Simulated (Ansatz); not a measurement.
## A self-consistent single point of ScBr3 (P3m1, 8 atoms in the cell) with Ansatz

Level of theory: PBEsol, default PAW files made with PBE (plane waves; Ansatz, a first-principles code).

The input file:

Ansatz 0.2 input:
```yaml
# ScBr3
crystal:
  lattice:
    - [9.888944, 0.000000, 0.000000]
    - [-4.944472, 8.564076, 0.000000]
    - [0.000000, 0.000000, 3.513717]
  atoms:
    - { symbol: Sc, position: [0.333333, 0.666667, 0.764230] }
    - { symbol: Sc, position: [0.666667, 0.333333, 0.250000] }
    - { symbol: Br, position: [0.215935, 0.431870, 0.250000] }
    - { symbol: Br, position: [0.784065, 0.568130, 0.750000] }
    - { symbol: Br, position: [0.784065, 0.215935, 0.750000] }
    - { symbol: Br, position: [0.215935, 0.784065, 0.250000] }
    - { symbol: Br, position: [0.568130, 0.784065, 0.250000] }
    - { symbol: Br, position: [0.431870, 0.215935, 0.750000] }
basis:
  ecutwfc: 420.0
kpoints:
  mp_grid: { grid: [2, 2, 6] }
hamiltonian:
  xc: pbesol
  pseudopotentials: { kind: paw }
scf:
  occupations: { method: fermi_dirac, width: 0.02 }
output:
  forces: true
  eigenvalues: true
  stress: true
```

Log, with long lists cut:

```
WARN the atoms were moved onto the symmetric positions of the space group found under crystal.symmetry.tolerance 1.0e-5 (fractional …
WARN ansatz: RAYON_NUM_THREADS=1 ignored (pool sized by the plan → 1); use --threads N
Pseudopotentials: kind: paw
Pseudopotential: Sc, paw, valence charge 11
Pseudopotential: Br, paw, valence charge 7
Crystal: 8 atoms, lattice volume = 297.576 Å³
Basis set: ecut = 420 eV, 5819 PW (Γ), exchange–correlation on 144×144×48 points (8 copies of the dense FFT grid, shifted against one another)
Bands: 40, of which v1, the nominal top of the filled ones, is band 32 counted from 1 (31 counted from 0)
Symmetry: 6 space group operations
Space group: P3m1 (ITA 156), of the structure as read, at distance tolerance 6.7e-5 Å
k-points: 8 of 24 (time reversal used)
PAW frozen core: Sc, regenerated for the run's functional, and the local potential with it
PAW frozen core: Br, regenerated for the run's functional, and the local potential with it
Initial density: superposition of atomic densities (neutral atoms: chi_scale 0, normalization atom), corrected by the library's trained network
Initial wavefunctions: pseudopotential atomic-orbital guess
Eigensolver: davidson
Functional: x = pbesol(κ = 0.804, μ = 0.12345679012345678), c = pbesol(β = 0.046)
SCF iter   1: F=—  HF=-20654.771155 eV  |F-HF|=—  |Δ(HF+E_count)|=         —  Δρ=2.66e-3  dr2=3.17e-2  ethr=1.77e-3  ⟨swp⟩=7.2  Hψ=1436  notcnv=0
all-band conjugate gradients solve this SCF's bands
preconditioner: auto → Resta (q_TF=auto, 2.112 Å⁻¹)
SCF iter   2: F=—  HF=-20654.771013 eV  |F-HF|=—  |Δ(HF+E_count)|=   1.42e-4  Δρ=1.35e-3  dr2=5.18e-3  ethr=4.96e-5  ⟨swp⟩=2.8  Hψ=563  notcnv=0  defer=20
SCF iter   3: F=—  HF=-20654.772203 eV  |F-HF|=—  |Δ(HF+E_count)|=   1.19e-3  Δρ=5.49e-4  dr2=1.85e-3  ethr=8.10e-6  ⟨swp⟩=2.0  Hψ=600  notcnv=0  defer=20
SCF iter   4: F=—  HF=-20654.772270 eV  |F-HF|=—  |Δ(HF+E_count)|=   6.78e-5  Δρ=1.53e-4  dr2=1.42e-4  ethr=2.88e-6  ⟨swp⟩=2.1  Hψ=432  notcnv=0  defer=20
SCF iter   5: F=—  HF=-20654.772357 eV  |F-HF|=—  |Δ(HF+E_count)|=   8.64e-5  Δρ=4.93e-5  dr2=1.89e-5  ethr=2.21e-7  ⟨swp⟩=2.0  Hψ=437  notcnv=0  defer=20
SCF iter   6: F=—  HF=-20654.772326 eV  |F-HF|=—  |Δ(HF+E_count)|=   3.03e-5  Δρ=1.80e-5  dr2=1.96e-6  ethr=2.96e-8  ⟨swp⟩=2.0  Hψ=444  notcnv=0  defer=20
SCF iter   7: F=—  HF=-20654.772329 eV  |F-HF|=—  |Δ(HF+E_count)|=   2.59e-6  Δρ=5.75e-6  dr2=1.85e-7  ethr=3.06e-9  ⟨swp⟩=2.0  Hψ=448  notcnv=0  defer=20
SCF iter   8: F=—  HF=-20654.772329 eV  |F-HF|=—  |Δ(HF+E_count)|=   1.13e-7  Δρ=4.98e-6  dr2=1.52e-7  ethr=1.56e-10  ⟨swp⟩=10.2  Hψ=1468  notcnv=0
SCF iter   9: F=-20654.772329 eV  HF=-20654.772329 eV  |F-HF|=1.78e-9  |Δ(HF+E_count)|=   1.95e-8  Δρ=1.16e-6  dr2=6.81e-9  ethr=1.56e-10  ⟨swp⟩=3.1  Hψ=1114  notcnv=0
SCF 1 converged in 9 iterations: F = -20654.772329 eV  dr2 = 6.81e-9
SCF converged after 9 iterations
Free energy (F): -20654.772329 eV
Harris-Foulkes:  -20654.772329 eV  (|F-HF|=1.78e-9)
Internal energy: -20654.772329 eV  (E = F + TS)
E sigma→0 (E₀):  -20654.772329 eV
Fermi energy:    2.066778 eV
--- Per-component energies (eV) ---
  E_band       = -679.661640
  E_kinetic    = 1321.500122
  E_local      = -5448.636988  (includes V_loc(G=0)·N_el)
  E_nonlocal   = 586.431623
  E_hartree    = 2020.586300
  E_xc         = -1776.780638
  E_vxc        = -881.144840  (∫ρ·V_xc dr)
  E_paw        = -15079.388784  (= ΣΔE_a)
  E_vpaw       = -298.982640  (= ΣTr[D̂ρ^β])
  E_aug_tail   = 0.000017  (compensation charges beyond the density's cutoff)
  E_ewald      = -2279.295653
  E_core_change = 0.811672  (= ΣΔE_core)
  E_smearing   = -0.000000  (= −TS)
  E_closure    = -0.000000  (closes the sum)
  Σ components = -20654.772329   (vs F -20654.772329, Δ=0.00e0)
--- Forces (eV/Å), atoms counted from 1 ---
  atom   1  Sc    -0.00000000     0.00000000    -0.19385167
  atom   2  Sc     0.00000000    -0.00000000     0.00077120
  atom   3  Br     0.00000000     0.15112945     0.06525743
  atom   4  Br     0.00000000    -0.16308548    -0.00089773
  atom   5  Br    -0.14123617     0.08154274    -0.00089773
  atom   6  Br     0.13088194    -0.07556472     0.06525743
  atom   7  Br    -0.13088194    -0.07556472     0.06525743
  atom   8  Br     0.14123617     0.08154274    -0.00089773
  max |Σ_I F_I| component: 1.35e-6 eV/Å
--- Stress (GPa, compression-positive) ---
       -0.433195       0.000000      -0.000000
        0.000000      -0.433195       0.000000
       -0.000000       0.000000      -1.305466
  P = ⅓ Tr σ = -0.7240 GPa (-7.240 kbar)
  The stress holds the Pulay correction. Without it, at fixed plane waves, as pw.x and ABINIT print it: P = -0.7357 GPa
--- Band table (eV; the first three rows and the last of 8) ---
  k-point 0: bands = ["-47.7286", "-47.7209", "-26.4470", "-26.4470", "-26.4401", "-26.4401", "-26.3420", "-26.3358", "-12.9159", "-12.7690", "-12.4076", "-12.4076", "-12.3394", "-12.3394", "-2.6589", "-2.2806", "-1.2599", "-1.2599", "-1.0099", [...]
  k-point 1: bands = ["-47.7264", "-47.7187", "-26.4415", "-26.4415", "-26.4346", "-26.4346", "-26.3758", "-26.3695", "-12.7844", "-12.6517", "-12.3420", "-12.3420", "-12.2820", "-12.2820", "-2.4059", "-2.0719", "-1.1759", "-1.1759", "-1.1388", [...]
  k-point 2: bands = ["-47.7219", "-47.7143", "-26.4425", "-26.4363", "-26.4305", "-26.4305", "-26.4236", "-26.4236", "-12.4950", "-12.4111", "-12.2011", "-12.2011", "-12.1652", "-12.1652", "-1.9625", "-1.8162", "-1.7416", "-1.6047", "-1.6047", [...]
  k-point 7: bands = ["-47.7197", "-47.7120", "-26.4755", "-26.4693", "-26.4250", "-26.4250", "-26.4181", "-26.4181", "-12.3106", "-12.3104", "-12.1159", "-12.1157", "-12.1155", "-12.1155", "-2.3950", "-2.3939", "-1.8044", "-1.8023", "-1.7922", [...]
```

The run converged in 9 iterations.

The starting cell comes from a database of computed structures (which also holds hypothetical and non-ambient phases and stackings), without a prior relaxation at this level. Its lattice was rescaled by up to half a per cent. One atom was moved a little off its site on purpose. Ansatz's pressure includes its estimate of the finite-basis (Pulay) stress.
